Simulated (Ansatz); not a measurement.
## Response to strain in Zn

The reference is Zn in the hcp (Mg type) structure (space group P6_3/mmc, No. 194; a = 2.613 Å, c = 4.781 Å; relaxed with 0.1 eV smearing).

Strains are applied to the cell and any free atomic positions relax.

Level of theory: Ansatz (an electronic-structure program) PBEsol, no spin-orbit coupling.

Notes on the quantities. energy relative to the base: free energy F; pressure: mean of the normal stresses, compression positive.

```
change                    energy relative to the base  volume per atom  pressure
------------------------  ---------------------------  ---------------  --------
base                                       0 meV/atom         14.14 Å³   0.0 GPa
isotropic strain −3.00 %                 +38 meV/atom         12.90 Å³  10.8 GPa
isotropic strain −2.00 %                 +16 meV/atom         13.30 Å³   6.6 GPa
isotropic strain −1.50 %                +8.8 meV/atom         13.51 Å³   4.7 GPa
isotropic strain −0.50 %                +0.9 meV/atom         13.92 Å³   1.5 GPa
isotropic strain +0.50 %                +0.9 meV/atom         14.35 Å³  -1.3 GPa
isotropic strain +1.00 %                +3.5 meV/atom         14.56 Å³  -2.6 GPa
isotropic strain +1.50 %                +7.8 meV/atom         14.78 Å³  -3.7 GPa
isotropic strain +2.50 %                 +21 meV/atom         15.22 Å³  -5.6 GPa
isotropic strain +3.00 %                 +29 meV/atom         15.45 Å³  -6.5 GPa
```

Whether these cells are dynamically stable was not tested.
